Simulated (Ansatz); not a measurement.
Migration of O vacancy in corundum in several charge states. Level of theory: PBE, PAW (plane waves to 420 eV; Ansatz, an electronic-structure program).

Each figure is the lowest single hop between equivalent sites among the routes that converged and passed our checks, counted from the lowest site run. It need not be the barrier to long-range diffusion, and untried routes may lie lower. Climbing-image NEB, static nuclei, fixed cells, no finite-size correction; on the finer meshes named, energies are single points at the band's geometries. Saddle orders were checked for a part of the study's bands only and are not shown. Vacancies start on their lattice site; split forms were not set up. Charge states are imposed.

| State | Route | Hop (Å) | Barrier (eV) | Cell |
|---|---|---|---|---|
| charge 0 | a nearby O jumps into the vacancy | 2.52 | 3.59 | 270 sites, 2×2×2 shifted along c |
| charge +2 | a nearby O jumps into the vacancy | 2.32 | [?] | 120 sites, 2×2×2 shifted along c |

Question: Complete the blanks.

Answer: 
- charge +2, Barrier (eV): 0.89
